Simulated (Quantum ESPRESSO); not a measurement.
Quantum ESPRESSO 7.5, DFT, PBE, plane waves, SSSP 1.1.2 efficiency PBE: Al(100) slab of 5 layers, 1x1 (Al5), unrelaxed, 5 atoms. Basis and mesh were picked for this test and aren't claimed converged.

```yaml
cell: 2.86, 2.86, 22.10 Å; 90, 90, 90°
task: scf
k mesh: 14×14×1
ecutwfc: 45 Ry
ecutrho: 360 Ry
occupations: smearing
smearing: mv
degauss: 0.02 Ry
conv_thr: 5e-09 Ry
tprnfor: true
tstress: false
diagonalization: david (default)
mixing_mode: plain (default)
mixing_beta: 0.7 (default)
mixing_ndim: 8 (default)
k-points computed (base settings): 36
bands (base settings): 12
electrons (base settings): 15
G-vectors of the density (base settings): 141217
FFT grid (base settings): 36×36×256
symmetry operations (base settings): 16
```

Hardware: AMD EPYC (Zen 5), 96 cores on 1 socket, no SMT, 12 L3 cache groups; 94 cores' worth of CPU time may be used.

Each time is the median wall time of two to five repeats, run one at a time on the otherwise empty machine; start-up is included. Processes are pinned to neighbouring cores unless said otherwise. The times hold for this build (conda-forge: Open MPI 5.0, OpenMP, OpenBLAS 0.3.34 (pthreads), FFTW, ScaLAPACK, ELPA). Scratch files lie in a memory file system.

All on 48 ranks. Base settings, kept where nothing else is said: -nk 12, noinv = false (default), nosym = false (default). The candidates, on 48 cores each, agree within 1.0 meV/atom in energy, 10 meV/Å in forces (largest component):
A. -nk 24, nosym = true
B. the base settings
C. -nk 48, noinv = true, nosym = true
D. noinv = true
E. nosym = true

**Question.** Which would you take for the shortest time to solution?

**Answer.** B and D, at 3.2 s, level within 8 % or the scatter of repeats. At the other end C takes 4.0× as long.

```csv
candidate,wall time,repeats,SCF iterations
B,3.2 s,3 runs within 1 %,13
D,3.2 s,3 runs within 1 %,13
E,5.6 s,3 runs within 1 %,16
A,7.2 s,2 runs within 1 %,15
C,13 s,2 runs within 1 %,14
```
